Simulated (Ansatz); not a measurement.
Start from CdS in the wurtzite structure (space group P6_3mc, No. 186; a = 4.1235 Å, c = 6.7111 Å). Axes: x lies along a and z along c of the hexagonal cell.

Perturbation: the cell is compressed by 1.19 % along y with no lateral relaxation; the atoms relax in the strained cell.

Levels (all Ansatz, an electronic-structure program, PAW): PBEsol (420 eV, spin-orbit coupling left out); r2SCAN (500 eV, spin-orbit coupling left out).

The geometry is relaxed with PBEsol.

| Property | Value |
|---|---|
| PBEsol lowest conduction level above the VBM at special points | Γ 1.09 eV; Z 2.76 eV; T 3.30 eV; R 3.32 eV |
| PBEsol hole mass | 1.5 mₑ along x, 0.12 mₑ along y, 1.6 mₑ along z (at Γ) |
| PBEsol pressure | 0.74 GPa |
| PBEsol electron mass | 0.11 mₑ along z, 0.12 mₑ across (at Γ) |

**Question.** What does r2SCAN give at this geometry for the lowest conduction level above the VBM at special points, hole mass, pressure and electron mass?

**Answer.** The lowest conduction level above the VBM at special points changes from Γ 1.09 eV; Z 2.76 eV; T 3.30 eV; R 3.32 eV to Γ 1.69 eV; Z 3.35 eV; T 3.84 eV; R 3.86 eV; the hole mass goes from 1.5 mₑ along x, 0.12 mₑ along y, 1.6 mₑ along z (at Γ) to 1.5 mₑ along x, 0.16 mₑ along y, 1.6 mₑ along z (at Γ); the pressure increases by 1.86 GPa, from 0.74 GPa to 2.60 GPa; the electron mass becomes 0.15 mₑ along z, 0.17 mₑ across (at Γ) (PBEsol: 0.11 mₑ along z, 0.12 mₑ across (at Γ)).

Single points use the geometry relaxed with PBEsol. Their cutoffs differ, which shifts pressures a little. The levels and masses belong to the bands next to the band gap. Masses are band curvatures over ±0.01 Å⁻¹ around the edge. Whether these cells are dynamically stable was not tested. k-point labels follow each cell's own Brillouin zone.
